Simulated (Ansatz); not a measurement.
The starting structures come from a database of crystals and need not be the phases stable at ambient conditions.

Data:

```yaml
crystal:
  lattice:
    - [4.07346, 0.00000, 0.00000]
    - [0.00000, 6.71783, 0.00000]
    - [2.03673, 0.00000, 3.52772]
  atoms:
    - { symbol: Ga, position: [0.33333, 0.00002, 0.33333] }
    - { symbol: Ga, position: [0.66667, 0.50002, 0.66667] }
    - { symbol: As, position: [0.33333, 0.62598, 0.33333] }
    - { symbol: As, position: [0.66667, 0.12598, 0.66667] }
```

Space group of this cell: P6_3mc, wurtzite. The cell is strained (all lengths scaled by 1.02); by r2SCAN its mean pressure is -3.7 GPa.

Transport runs along the normal of the first two printed cell vectors, the (100) plane of the conventional cell.

No gap correction and no spin-orbit coupling; mid-gap values are interpolated between computed energies.

Q: State the band gap and the smallest decay constant κ at mid-gap according to Ansatz (a quantum-chemistry and plane-wave program) with r2SCAN.

A: Gap 0.50 eV on a 8×6×8 mesh; κ = 0.031 1/Å, at the zone centre.
